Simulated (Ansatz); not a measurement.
Take YPd3 in the Cu3Au type structure (space group Pm-3m, No. 221; a = 4.057 Å; relaxed with 0.1 eV smearing) as the base.

Computed with PBEsol/PAW in Ansatz (a program for electronic structure), no spin-orbit coupling.

For the base:

| Item | Result |
|---|---|
| Pressure | 0.0 GPa |

Now apply this change: every lattice vector is stretched by 0.52 %; the atoms relax in the strained cell.

### Question
What happens to the energy relative to the base?

### Answer
The energy rises by 1.8 meV/atom.

### Question
What does the calculation give for the pressure after the change?

### Answer
The pressure goes from zero to -2.2 GPa.

No phonon test of stability was made. The final runs are not spin-polarised.
